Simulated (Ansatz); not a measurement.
Consider Be in the hcp (Mg type) structure (space group P6_3/mmc, No. 194; a = 2.262 Å, c = 3.569 Å; relaxed with 0.1 eV smearing). Axes: x lies along a and z along c of the hexagonal cell.

Structures relaxed with r2SCAN/PAW in Ansatz (a quantum-chemistry and plane-wave program), no spin-orbit coupling.

Base:

Simulated powder pattern, Cu Kα1, λ = 1.54056 Å (kinematic, ideal powder, no thermal factors, no anomalous dispersion; the 10 strongest lines at most, above 2 %, up to 2θ = 90°):

```csv
2θ (°),I/Imax (%),hkl
46.32,26,(100)
51.14,25,(002)
53.31,100,(101)
71.45,14,(102)
85.87,19,(110)
```

After one change:

Simulated powder pattern, Cu Kα1, λ = 1.54056 Å (kinematic, ideal powder, no thermal factors, no anomalous dispersion; the 10 strongest lines at most, above 2 %, up to 2θ = 90°):

```
2θ (°)  I/Imax (%)
------  ----------
45.41           32
45.55           32
47.22           38
51.07          100
52.17           72
52.19           73
52.75           70
53.02           69
53.96           59
54.25           58
```

### Question
Which change produced these results?
A) strain tensor (xx, yy, zz, yz, xz, xy) = (−0.46, +1.68, +0.15, +0.90, −0.19, −2.18) %
B) uniaxial strain ε_zz = −0.83 %
C) biaxial strain −0.51 %, plane normal [001], relaxed out of plane
D) isotropic strain +2.77 %

### Answer
A, strain tensor (xx, yy, zz, yz, xz, xy) = (−0.46, +1.68, +0.15, +0.90, −0.19, −2.18) %. Its volume per atom is 8.01 Å³ against 7.91 Å³, and its space group is P-1 (No. 2).

Stability against distortions was not tested.
